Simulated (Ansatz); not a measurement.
PdTe (model structure, Cmcm, No. 63, 4 atoms in the cell), treated with r²SCAN (Ansatz, an electronic-structure program, PAW).

Run with plane-wave cutoff 560 eV, 18×18×14 k mesh (along the axes of the cell as run), Fermi–Dirac smearing 0.05 eV, scalar-relativistic PAW data made under PBE.

Cell (relaxed at this level):

```
CELL_PARAMETERS angstrom
      1.94181    -5.34927     0.00000
      1.94181     5.34927     0.00000
      0.00000     0.00000     4.00445
ATOMIC_POSITIONS crystal
  Te 0.64121 0.35879 0.25000
  Pd 0.89626 0.10374 0.25000
  Te 0.35879 0.64121 0.75000
  Pd 0.10374 0.89626 0.75000
```

Question: Predict the bulk modulus.

Answer: 
- bulk modulus = 94.2 GPa

The run finds no gap.

Note: the bulk modulus is −V dP/dV from two relaxed cells at ±2 % in volume; the relaxation could raise the start's symmetry but not lower it, so the cell can be a saddle point.

Spin–orbit coupling is not included; it can open a gap where bands touch, and shift volumes and moduli.

Computing time: very roughly 60 core-minutes.

A model structure was made by putting elements into a prototype or built by hand; it is no filed structure, need not be a known phase, and can be a saddle point held by its symmetry.
